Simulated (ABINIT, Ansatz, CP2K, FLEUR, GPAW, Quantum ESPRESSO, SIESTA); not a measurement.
# Code comparison for GaPPt5 (P4/mmm, 7 atoms in the cell)

Self-consistent single point.

```xyz
7
Lattice="3.8487 0.0000 0.0000 0.0000 3.8487 0.0000 0.0000 0.0000 6.7634" Properties=species:S:1:pos:R:3 pbc="T T T"
Ga     1.9243     1.9243     0.0000
P      0.0000     0.0000     3.3817
Pt     0.0000     1.9243     1.9609
Pt     0.0000     1.9243     4.8026
Pt     1.9243     0.0000     1.9609
Pt     1.9243     0.0000     4.8026
Pt     0.0000     0.0000     0.0000
```

All programs got the same cell, k-point mesh and kind of occupations (in Ansatz's words: kpoints.mp_grid.grid = 7 7 4; scf.occupations.method = gaussian; scf.occupations.width = 0.1 eV); potentials, basis and cutoffs are each program's usual ones.

```
code                                                                                                                                      model  pressure (GPa)  largest force (eV/Å)  k-points           cutoff
----------------  -----------------------------------------------------------------------------------------------------------------------------  --------------  --------------------  --------  ---------------
Ansatz                                                                                                          PBEsol, PAW files made with PBE           10.26                 0.055        30           420 eV
ABINIT                                                           PBEsol, norm-conserving pseudopotentials (PseudoDojo nc-sr-04 PBEsol standard)           10.10                 0.051        30            42 Ha
FLEUR                                                                           PBEsol, all-electron FLAPW (FLEUR), scalar-relativistic valence               –                 0.049        30  Kmax 4.3 1/bohr
Quantum ESPRESSO                                                          PBEsol, PseudoDojo standard norm-conserving (PBESOL) pseudopotentials           10.11                 0.051        30            85 Ry
GPAW                                                                                      PBEsol, GPAW PAW datasets PBEsol (made by gpaw-setup)           10.60                 0.004        30           550 eV
CP2K                                                                 PBEsol, GPW, DZVP-MOLOPT-SR-GTH basis, GTH-PBE potentials (GTH_POTENTIALS)           12.08                 0.046        99      grid 600 Ry
SIESTA            GGA PBEsol, numerical atomic orbitals DZP, PseudoDojo PBEsol standard norm-conserving potentials (rewritten from UPF to PSML)           14.11                 0.013       102      grid 350 Ry
```

A dash marks a value that a program does not give, or that is left out as unsure.

The spread over the programs that give each value: pressure within 4.01 GPa; largest force within 0.051 eV/Å.

The starting cell comes from a database of computed structures (which also holds hypothetical and non-ambient phases and stackings), without a prior relaxation at this level. Its lattice was rescaled by a random factor within 2.5 % of one. On Ansatz's run: Spin-orbit coupling is off. Spin polarisation is off. In the base run, with a pressure of about 10 GPa the cell is away from its equilibrium volume at this level.

Why do the programs differ, and what cannot be compared?

Differences of this kind can come from the potentials, where these differ, and from what each basis and cutoff leave unconverged. The valence holds different numbers of electrons (Ansatz (a program for electronic structure) 108, ABINIT 108, FLEUR 98, Quantum ESPRESSO 108, GPAW 88, CP2K 108, SIESTA 108). The zero of total energies and Fermi levels follows the potentials and each program's conventions, so they are not compared here. CP2K and SIESTA use small atom-centred bases, whose incompleteness enters pressures, forces and empty levels differently from a plane-wave cutoff. FLEUR treats all electrons, but the usual bases taken here (sphere radii, linearisation, local orbitals, empty states) were not tested for convergence, so the values are no reference for the others. Ansatz's pressure is given at a fixed set of plane waves, as the other plane-wave codes print theirs; with its correction for the finite basis it is 10.34 GPa. The programs reduce the same mesh by symmetry to different extents, which changes the work and not the result. In the pressure, CP2K (by 1.89) and SIESTA (by 3.93) lie more than 1 GPa from the median of the plane-wave programs. In the force vectors, CP2K (by 0.097) lies more than 0.08 eV/Å from the median of the plane-wave programs.

Left out of this page: Elk (not drawn, or without a comparable value).

Keys are those of Ansatz 0.2.
